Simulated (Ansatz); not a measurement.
Amorphous In24O37Sr, 62 atoms at 6.41 g/cm³, one PBE-relaxed geometry, zone centre. Methods: PBE, scalar-relativistic without spin-orbit coupling (Ansatz, a quantum-chemistry and plane-wave program); r2SCAN, scalar-relativistic without spin-orbit coupling (Ansatz); HSE06, scalar-relativistic without spin-orbit coupling (Ansatz). Plane waves to 420 eV (r2SCAN 500 eV); exact exchange is cut at the cell's faces. At PBE the levels at the filled edge of the gap are localised (band-tail or defect states). All rungs ran without spin polarisation.

It comes from a melt-quench run on a machine-learned potential (CHGNet), relaxed afterwards by DFT. O atoms were pushed apart under 1.9 Å during the dynamics, to hinder bonds among them. The hot cell started wider than the set density and was brought back towards it in steps. It is the lowest in DFT energy of 2 quenches. It is a model cell: composition and starting density were chosen by hand, and all elements were melted together. No dispersion term was used. Its density started from a set value of 6.45 and ended at 6.41 g/cm³. Cooling (nominally 280 K/ps over its main leg) ran many orders faster than in experiment, which tends to leave more defects and strain. Values belong to this one cell and scatter from quench to quench. Volume and shape were free in the relaxation.

The relaxation ran on the zone centre alone. At PBE the level gap is 0.61 eV on a 2×2×2 Γ-centred mesh, and the spacing at the zone centre alone 0.62 eV.

What zone-centre spacing does r2SCAN give, roughly?

1.07 eV (+0.45 eV against PBE).

What zone-centre spacing does HSE06 give, roughly?

2.02 eV (+1.40 eV against PBE).

The highest filled and the lowest empty state spread over these numbers of atoms (participation numbers): PBE: 7.6 and 57.4; r2SCAN: 7.1 and 58.0; HSE06: 9.4 and 58.2.
